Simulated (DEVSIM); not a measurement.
# abrupt Si n-p junction

System: abrupt Si n-p junction, at 300 K.

```tsv
layer (left to right)	material	thickness (μm)	Nd (cm⁻³)	Na (cm⁻³)	τn (s)	τp (s)
1	Si	0.200	7.7e18	-	4.3e-5	4.3e-5
2	Si	2.00	-	7.1e15	4.3e-5	4.3e-5
```

Left contact: ohmic. Right contact: ohmic. Voltage is applied to the left contact. Recombination: SRH at mid-gap, radiative. Mobility is constant in doping.

The device is made up for the run: typed textbook-type constants, with dimensions and the other settings drawn at random. Values at 300 K.

| parameter | Si |
|---|---|
| gap (eV) | 1.124 |
| affinity (eV) | 4.05 |
| permittivity | 11.7 |
| Nc (cm⁻³) | 2.86e19 |
| Nv (cm⁻³) | 3.1e19 |
| μn (cm²/Vs) | 1417 |
| μp (cm²/Vs) | 470 |
| B (cm³/s) | 4.7e-15 |

Simulated with DEVSIM: 1D drift-diffusion, Boltzmann statistics, complete ionisation; no tunnelling, impact ionisation, image-force lowering or self-heating.

```yaml
potential_step_across_the_device_at_zero_bias: 0.873 V
largest_field_in_the_device_at_zero_bias: 160000 V/cm
Dark forward voltage at 1 A/cm²: 0.552 V
Dark forward voltage at 100 A/cm²: 0.678 V
```

Dark forward current:

```json
[
 {"V (V)": "-0.05", "J (A/cm²)": "-3.6e-9"},
 {"V (V)": "-0.10", "J (A/cm²)": "-2.8e-8"},
 {"V (V)": "-0.15", "J (A/cm²)": "-1.9e-7"},
 {"V (V)": "-0.20", "J (A/cm²)": "-1.3e-6"},
 {"V (V)": "-0.25", "J (A/cm²)": "-9.0e-6"},
 {"V (V)": "-0.30", "J (A/cm²)": "-6.2e-5"},
 {"V (V)": "-0.35", "J (A/cm²)": "-0.00042"},
 {"V (V)": "-0.40", "J (A/cm²)": "-0.0029"},
 {"V (V)": "-0.45", "J (A/cm²)": "-0.020"},
 {"V (V)": "-0.50", "J (A/cm²)": "-0.14"},
 {"V (V)": "-0.55", "J (A/cm²)": "-0.92"},
 {"V (V)": "-0.60", "J (A/cm²)": "-6.2"},
 {"V (V)": "-0.65", "J (A/cm²)": "-39"},
 {"V (V)": "-0.70", "J (A/cm²)": "-200"},
 {"V (V)": "-0.75", "J (A/cm²)": "-820"},
 {"V (V)": "-0.80", "J (A/cm²)": "-2600"}
]
```

Dark reverse current:

```tsv
V (V)	J (A/cm²)
0.04	5.2e-10
0.10	6.9e-10
0.20	7.7e-10
0.30	8.3e-10
0.40	8.9e-10
0.60	1.0e-9
0.80	1.1e-9
1.00	1.2e-9
1.30	1.3e-9
1.60	1.4e-9
2.00	1.6e-9
```
